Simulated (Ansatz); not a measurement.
Consider a periodic stack without vacuum, tetragonal indium (1 1 0) on zinc-blende InSb (1 1 1) (film strained to the substrate, started from cuts of the bulks and a machine-learned relaxation; slabs In12Sb12 and In20, which can lie off the formulas): substrate slab In12Sb12, film In20, surface cells [[-1, 3], [-1, 0]] and [[5, 2], [0, 1]], film strained by -1.6 and -0.3 %, outermost planes In/Sb and In/In as cut, which need not be the usual terminations and can put a slab off its formula. Its start:

```yaml
crystal:
  lattice:
    - [12.41763, 0.00000, 0.00060]
    - [-0.88697, 4.60885, -0.00205]
    - [3.69692, 0.50128, 25.12771]
  atoms:
    - { symbol: In, position: [0.78675, 0.76695, 0.05623] }
    - { symbol: In, position: [0.12064, 0.43321, 0.05520] }
    - { symbol: In, position: [0.46028, 0.10380, 0.05219] }
    - { symbol: In, position: [0.51848, 0.63925, 0.21024] }
    - { symbol: In, position: [0.85409, 0.30707, 0.20966] }
    - { symbol: In, position: [0.18842, 0.97405, 0.20618] }
    - { symbol: In, position: [0.24740, 0.50989, 0.36103] }
    - { symbol: In, position: [0.58550, 0.17885, 0.36147] }
    - { symbol: In, position: [0.92173, 0.84730, 0.36109] }
    - { symbol: In, position: [0.97927, 0.39575, 0.51738] }
    - { symbol: In, position: [0.31673, 0.05434, 0.51121] }
    - { symbol: In, position: [0.65280, 0.73026, 0.51271] }
    - { symbol: Sb, position: [0.88689, 0.31892, 0.09591] }
    - { symbol: Sb, position: [0.22472, 0.98702, 0.09197] }
    - { symbol: Sb, position: [0.55286, 0.65209, 0.09645] }
    - { symbol: Sb, position: [0.62013, 0.19176, 0.24700] }
    - { symbol: Sb, position: [0.95530, 0.85938, 0.24678] }
    - { symbol: Sb, position: [0.28390, 0.52365, 0.24665] }
    - { symbol: Sb, position: [0.35039, 0.06308, 0.39716] }
    - { symbol: Sb, position: [0.68736, 0.73133, 0.39861] }
    - { symbol: Sb, position: [0.01500, 0.39591, 0.40277] }
    - { symbol: Sb, position: [0.08461, 0.95158, 0.55412] }
    - { symbol: Sb, position: [0.41753, 0.60688, 0.54804] }
    - { symbol: Sb, position: [0.74155, 0.27991, 0.55873] }
    - { symbol: In, position: [0.96345, 0.32382, 0.67022] }
    - { symbol: In, position: [0.15794, 0.93070, 0.65894] }
    - { symbol: In, position: [0.36346, 0.52281, 0.66251] }
    - { symbol: In, position: [0.57280, 0.14420, 0.65873] }
    - { symbol: In, position: [0.76496, 0.72917, 0.65937] }
    - { symbol: In, position: [0.93486, 0.83331, 0.75296] }
    - { symbol: In, position: [0.13791, 0.43321, 0.75491] }
    - { symbol: In, position: [0.34054, 0.03589, 0.75376] }
    - { symbol: In, position: [0.53628, 0.63369, 0.75222] }
    - { symbol: In, position: [0.73229, 0.23268, 0.75037] }
    - { symbol: In, position: [0.90043, 0.31946, 0.85390] }
    - { symbol: In, position: [0.11162, 0.92477, 0.84973] }
    - { symbol: In, position: [0.30715, 0.52223, 0.85469] }
    - { symbol: In, position: [0.50761, 0.12297, 0.85733] }
    - { symbol: In, position: [0.70297, 0.72058, 0.85733] }
    - { symbol: In, position: [0.88609, 0.81663, 0.94377] }
    - { symbol: In, position: [0.07447, 0.41159, 0.94462] }
    - { symbol: In, position: [0.28305, 0.01377, 0.94078] }
    - { symbol: In, position: [0.47293, 0.60905, 0.94957] }
    - { symbol: In, position: [0.67606, 0.20917, 0.94394] }
```

The start was prepared with a machine-learned potential, and the result is one local minimum, with the in-plane cell held and forces under 0.04 eV/Å; the film can end far from its bulk form.

Method: PBE (plane waves to 420 eV, PAW; Ansatz, a quantum-chemistry and plane-wave program). Scalar-relativistic, without spin–orbit coupling; the runs are not spin-polarised. Its k-point mesh 2×6×1, Fermi–Dirac width 0.05 eV.

Q: Predict the relaxed interface.

A: The interface area is 57.2 Å². The period is 25.28 Å and the heights between the nearest atoms of the two slabs at the two interfaces is 2.28 and 2.40 Å. The In–In contacts across the interfaces within 1.22 times the sum of covalent radii is 5, mean 3.19 Å and the In–Sb contacts across the interfaces within 1.22 times the sum of covalent radii comes out as 3, mean 3.08 Å.
